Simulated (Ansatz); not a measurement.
Lu (model structure, started from the bcc type, Im-3m, No. 229, 1 atom in the cell), treated with LDA in Ansatz (plane waves, PAW).

Run with plane-wave cutoff 520 eV, 20×20×20 k mesh, Fermi–Dirac smearing 0.05 eV, scalar-relativistic PAW data made under PBE.

Cell (relaxed at this level):

Space group Im-3m (No. 229); a = b = c = 3.7407 Å, α = β = γ = 90.00°

```
atom  site  symmetry       x       y       z
----  ----  --------  ------  ------  ------
Lu      2a      m-3m  0.0000  0.0000  0.0000
```
(The calculation used a cell of 1 atom; values per cell refer to that cell.)

Problem. Estimate the bulk modulus B0 that the calculation returns.

Solution. 
- bulk modulus B0 = 49.8 GPa

The run finds no gap.

Note: the bulk modulus is −V dP/dV from two relaxed cells at ±2 % in volume; the relaxation could raise the start's symmetry but not lower it, so the cell can be a saddle point.

Spin–orbit coupling is not included.

It cost around 50 core-seconds (rough) of CPU time.

A model structure was made by putting elements into a prototype or built by hand; it is no filed structure, need not be a known phase, and can be a saddle point held by its symmetry.

Ansatz is an electronic-structure program.
